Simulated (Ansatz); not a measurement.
# Ti under a change: uniaxial strain ε_xx = −0.50 %

Take Ti in the hcp (Mg type) structure (space group P6_3/mmc, No. 194; a = 2.902 Å, c = 4.593 Å; relaxed with 0.1 eV smearing) as the base. Axes: x lies along a and z along c of the hexagonal cell.

The change: uniaxial strain ε_xx = −0.50 %, all other strain components held at zero, atoms relaxed at fixed cell.

Computed with Ansatz (a program for electronic structure), PBEsol, PAW, cutoff 420 eV, no SOC. k-mesh 23×23×13 (Γ-centred); smearing 0.1 eV (Fermi–Dirac).

```json
[
 {"quantity": "volume per atom", "base": "16.74 Å³", "changed": "16.66 Å³", "shift": "-0.08 Å³"},
 {"quantity": "space group", "base": "P6_3/mmc (No. 194)", "changed": "Cmcm (No. 63)", "shift": "–"},
 {"quantity": "shortest interatomic distance", "base": "2.843 Å", "changed": "2.837 Å", "shift": "-0.0052 Å"},
 {"quantity": "energy relative to the base (free energy F)", "base": "0 meV/atom", "changed": "+0.2 meV/atom", "shift": "+0.2 meV/atom"},
 {"quantity": "pressure (mean of the normal stresses, compression positive)", "base": "0.0 GPa", "changed": "0.6 GPa", "shift": "+0.6 GPa"},
 {"quantity": "band gap", "base": "zero", "changed": "zero", "shift": "–"},
 {"quantity": "stress (xx, yy, zz, yz, xz, xy; compression positive)", "base": "–", "changed": "(0.9, 0.5, 0.4, 0.0, 0.0, 0.0) GPa", "shift": "–"}
]
```

Whether these cells are dynamically stable was not tested. The final runs are not spin-polarised.
